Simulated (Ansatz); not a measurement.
The starting structures come from a database of crystals and need not be the phases stable at ambient conditions.

 Where the default PAW files enter, the runs use the earlier of Ansatz's two default sets.

Inside the gap of an insulator the Bloch states are evanescent, with a wavenumber k + iκ along the transport direction.

Data:

```xyz
6
Lattice="5.0634 0.0000 0.0000 0.2153 5.0588 0.0000 2.4241 -2.5294 3.3983" Properties=species:S:1:pos:R:3 pbc="T T T"
Si     0.0000     0.0000     0.0000
Si     2.5317     0.0000     1.6992
O      4.0322    -0.2448     1.1785
O      1.5005    -0.2448     0.5207
O      2.3509     1.5095     2.2198
O      2.2433    -1.0199     2.8777
```

Space group of this cell: Fdd2. The cell is strained (lengths along the current scaled by 0.97, ions clamped); by r2SCAN its mean pressure is 5.6 GPa.

Transport runs along the normal of the first two printed cell vectors.

The gap is the functional's own, uncorrected, and κ follows it; spin-orbit coupling is left out. Mid-gap values are interpolated between the computed energies.

**Question.** Give the band gap and the smallest decay constant κ at mid-gap that r2SCAN (Ansatz, an electronic-structure program) yields.

**Answer.** Gap 6.66 eV on a 10×10×10 mesh; κ = 0.570 1/Å, at the zone centre.
